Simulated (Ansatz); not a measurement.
System: L1₀ (CuAu-type) FePt. Method: PBE (plane waves, PAW; Ansatz, a quantum-chemistry and plane-wave program).

Settings: plane-wave cutoff 520 eV, 24×24×18 k mesh (along the axes of the cell as run), Fermi–Dirac smearing 0.052 eV (set by the program), spin-polarised with parallel moments, scalar-relativistic PAW data made under PBE.

Computed at the level's own relaxed cell.

Hill averages of the elastic tensor: K = 201.1 GPa, G = 92.7 GPa. Volume 14.023 Å³/atom, mean atomic mass 125.465 u.

Problem. Work out the density, the sound velocities of a polycrystal and the elastic Debye temperature, and Pugh's ratio at this level.

Solution. ρ = 1.66054 × 125.465/14.023 = 14.857 g/cm³. v_l = √[(K + 4G/3)/ρ] = 4.675 km/s and v_t = √(G/ρ) = 2.498 km/s. The mean follows from 3/v_m³ = 1/v_l³ + 2/v_t³: v_m = 2.790 km/s. Θ_D = (ħ/k_B) v_m (6π²/V)^(1/3) = 76.38 K Å s/km × 2.790 × 1.6164 Å⁻¹ = 344 K, counting all atoms of the cell. K/G = 2.17, to be set beside Pugh's rough bound of 1.75 between brittle and ductile metals.
